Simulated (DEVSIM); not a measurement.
Structure: Co/SiO2/p-GaAs capacitor, at 300 K.

```tsv
layer (left to right)	material	thickness (nm)	Na (cm⁻³)
1	SiO2	23.0	-
2	GaAs	4900	1.7e16
```

Metal gate on the left, work function 5 eV. Fixed charge at the semiconductor interface -3.1e10 cm⁻² (in units of +e); no interface traps.

The device is made up for the run: typed textbook-type constants, with dimensions and the other settings drawn at random. Values at 300 K.

| parameter | SiO2 | GaAs |
|---|---|---|
| gap (eV) | 9 | 1.424 |
| affinity (eV) | 0.9 | 4.07 |
| permittivity | 3.9 | 12.9 |
| Nc (cm⁻³) | - | 4.7e17 |
| Nv (cm⁻³) | - | 9e18 |

Simulated with DEVSIM: 1D Poisson equation in equilibrium, Boltzmann statistics, complete ionisation; no quantum confinement or tunnelling. Metal contacts follow the ideal Schottky-Mott rule: no Fermi-level pinning, no interface dipoles.

The interface trap density was swept, all else fixed.

```tsv
interface trap density (cm^-2 eV^-1)	minimum of the low-frequency capacitance (μF/cm²)	flat-band voltage (V)
0	0.0318	-0.30
1e10	0.0328	-0.30
1e11	0.0404	-0.33
3e11	0.0554	-0.38
1e12	0.0857	-0.58
2e12	[?]	-0.86
```

Question: Some entries are withheld; supply them.

Answer: 
- 2e12, minimum of the low-frequency capacitance (μF/cm²): 0.106
